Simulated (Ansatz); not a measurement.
# Habitual settings against a tight run: TiOF2 (P4_2/mmc, 8 atoms in the cell)

Self-consistent single point.

```
CELL_PARAMETERS angstrom
      3.84617     0.00000     0.00000
      0.00000     3.84617     0.00000
      0.00000     0.00000     7.97958
ATOMIC_POSITIONS crystal
  Ti 0.00000 0.00000 0.00000
  Ti 0.00000 0.00000 0.50000
  O  0.50000 0.00000 0.00000
  O  0.00000 0.50000 0.50000
  F  0.50000 0.00000 0.50000
  F  0.00000 0.50000 0.00000
  F  0.00000 0.00000 0.25000
  F  0.00000 0.00000 0.75000
```

Method of the run: r2SCAN, default PAW files made with PBE (plane waves; Ansatz, a first-principles code).

Base settings: basis.ecutwfc = 500 eV; kpoints.mp_grid.grid = 7 7 4; hamiltonian.xc = r2scan; hamiltonian.pseudopotentials = {kind: paw} (the program's default PAW files); scf.occupations.method = fixed.

Tight run (finer mesh or higher cutoff; not a proven limit): basis.ecutwfc: 500 eV → 700 eV; kpoints.mp_grid.grid: 7 7 4 → 10 10 6; scf.convergence.dr2_threshold: default (1e-07 eV) → 1e-09 eV. It gave top of the valence band (on the code's own zero) 2.17 eV; gap on the k-point mesh 2.12 eV; pressure -8.55 GPa.

Quick runs, as changes from the base:
- A: the base itself
- B: basis.ecutwfc: 500 eV → 300 eV; kpoints.mp_grid.grid: 7 7 4 → 6 6 6; scf.convergence.dr2_threshold: default (1e-07 eV) → 0.0001 eV
- C: basis.ecutwfc: 500 eV → 250 eV; kpoints.mp_grid.grid: 7 7 4 → 8 8 8; scf.occupations.method: fixed → methfessel_paxton; scf.occupations.width: default → 0.136 eV; scf.convergence.dr2_threshold: default (1e-07 eV) → 0.001 eV
- D: basis.ecutwfc: 500 eV → 335 eV; kpoints.mp_grid.grid: 7 7 4 → 6 6 6; hamiltonian.xc: r2scan → lda [LDA (PW92)]
- E: basis.ecutwfc: 500 eV → 350 eV; kpoints.mp_grid.grid: 7 7 4 → 4 4 4; scf.occupations.method: fixed → cold; scf.occupations.width: default → 0.5 eV; width narrowed by the program to 0.2700 eV
- F: basis.ecutwfc: 500 eV → 335 eV; kpoints.mp_grid.grid: 7 7 4 → 2 2 2; hamiltonian.xc: r2scan → lda; scf.occupations.method: fixed → methfessel_paxton; kpoints.mp_grid.shift: default → 0.5 0.5 0.5; scf.occupations.width: default → 0.2 eV [LDA (PW92)]
- G: basis.ecutwfc: 500 eV → 420 eV; kpoints.mp_grid.grid: 7 7 4 → 3 3 3; hamiltonian.xc: r2scan → b3lyp [B3LYP]
- H: basis.ecutwfc: 500 eV → 420 eV; kpoints.mp_grid.grid: 7 7 4 → 3 3 3; hamiltonian.xc: r2scan → hse06 [HSE06]

Dashes: time of A, B, C, D, E, F, under 30 s; energy of D, F, G, H, another energy zero; count of D, F, G, H, another kind of functional, whose work the count does not hold.

Gaps are read on each run's own mesh, which may miss the band edges.

† marks runs with another functional, U, potentials or spin treatment: their distance from the tight run is not a convergence error alone.

The count of work is k-points × plane waves × bands × iterations; it is no time. Core times come from one kind of shared machine and are given to one figure; runs under 30 s give none.

Pressures in the table are Ansatz's without its Pulay estimate, at a fixed set of plane waves; the tight run's value above holds the estimate.

The starting cell comes from a database of computed structures (which also holds hypothetical and non-ambient phases and stackings), without a prior relaxation at this level. Its lattice was rescaled by a random factor within 2.5 % of one. In the base run, with a pressure of about -9 GPa the cell is away from its equilibrium volume at this level.

```tsv
run	energy less tight (meV/atom)	pressure less tight (GPa)	gap on the mesh less tight (eV)	count of work / tight	core time / tight (rough)
A	5.0	-0.07	0.000	0.17	–
B	445.7	-32.88	-0.020	0.074	–
C	2005.6	-108.12	-0.067	0.10	–
D†	–	-18.73	-0.373	–	–
E	79.2	-7.27	-0.030	0.10	–
F†	–	-20.11	1.131	–	–
G†	–	0.93	1.278	–	0.7
H†	–	-1.50	1.012	–	0.7
```

Among the runs at the tight run's level, the energy misses run from 5.0 to 2005.6 meV/atom.

Keys are those of Ansatz 0.2.
